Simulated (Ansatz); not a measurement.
**Fermi-surface data of TiAl under load (space group P4/mmm)**

Here is the system:

```xyz
2
Lattice="2.7500 0.0000 0.0000 0.0000 2.7500 0.0000 0.0000 0.0000 4.0490" Properties=species:S:1:pos:R:3 pbc="T T T"
Ti     1.3750     1.3750     2.0245
Al     0.0000     0.0000     0.0000
```

Method: PBEsol, rigid bands (plane waves, PAW, scalar-relativistic; Ansatz, an electronic-structure program). Condition of this run: biaxial strain xx = yy = -1.5 %, z clamped. How the cell was made: cell and atoms relaxed with PBEsol, then loaded as said.

```yaml
density of states at the Fermi level: 1.79 states/(eV·cell), both spins
bare Sommerfeld coefficient: 2.1 mJ/(mol of atoms·K²)
drude_plasma_energy: 5.3 (x), 5.3 (y), 4.8 (z) eV
root-mean-square Fermi velocity: 4.1e5 m/s
resistivity times τ: 17.7 (x), 17.7 (y), 22 (z) ×10⁻²² Ω·m·s
```

A metal at this level (no band gap); rigid bands, thermally averaged at 300 K, both spins. Spin-orbit coupling is left out. τ is one relaxation time for all states.
